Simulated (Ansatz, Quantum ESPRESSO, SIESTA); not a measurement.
**Code comparison for Tc₃Pd (P-6m2, 4 atoms in the cell)**

Self-consistent single point, at a second geometry (lattice scaled by 0.98). First geometry:

```
CELL_PARAMETERS angstrom
      2.68894     0.00000     0.00000
     -1.34447     2.32869     0.00000
      0.00000     0.00000     8.75923
ATOMIC_POSITIONS crystal
  Tc 0.00000 0.00000 0.00000
  Tc 0.33333 0.66667 0.75574
  Tc 0.33333 0.66667 0.24426
  Pd 0.00000 0.00000 0.50000
```

Shared settings, as Ansatz (a first-principles code) writes them: kpoints.mp_grid.grid = 14 14 4; scf.occupations.method = gaussian; scf.occupations.width = 0.136 eV. Potentials and cutoffs stand in the table.

| code | model | ΔF from the first geometry (meV/atom) | pressure (GPa) | largest force (eV/Å) | cutoff |
|---|---|---|---|---|---|
| Quantum ESPRESSO | PBEsol, SSSP 1.1.2 efficiency (PBE) pseudopotentials | 100.5 | 32.23 | 0.419 | 60 Ry |
| Ansatz | PBEsol, PAW files | 98.9 | 32.01 | 0.403 | default |
| SIESTA | GGA PBEsol, numerical atomic orbitals DZP, PseudoDojo PBEsol standard norm-conserving potentials (rewritten from UPF to PSML) | 119.4 | 36.62 | 0.566 | grid 350 Ry |

On Ansatz's run: spin polarisation is off.

The spread over the programs that give each value: ΔF from the first geometry within 20.5 meV/atom; pressure within 4.61 GPa; largest force within 0.163 eV/Å.

SIESTA uses small atom-centred bases, whose incompleteness enters pressures, forces and empty levels differently from a plane-wave cutoff. Ansatz's pressure is given at a fixed set of plane waves, as the other plane-wave codes print theirs. In the pressure, SIESTA (by 4.50) lies more than 1 GPa from the median of the plane-wave programs. In the force vectors, SIESTA (by 0.155) lies more than 0.08 eV/Å from the median of the plane-wave programs.

The starting cell comes from a database of computed structures (which also holds hypothetical and non-ambient phases and stackings), without a prior relaxation at this level. Its lattice was rescaled by a random factor within 2.5 % of one. For this run, on top of that: lattice scaled by 0.98.

Left out of this page: Elk (not drawn, or without a comparable value).

Keys are those of Ansatz 0.2.
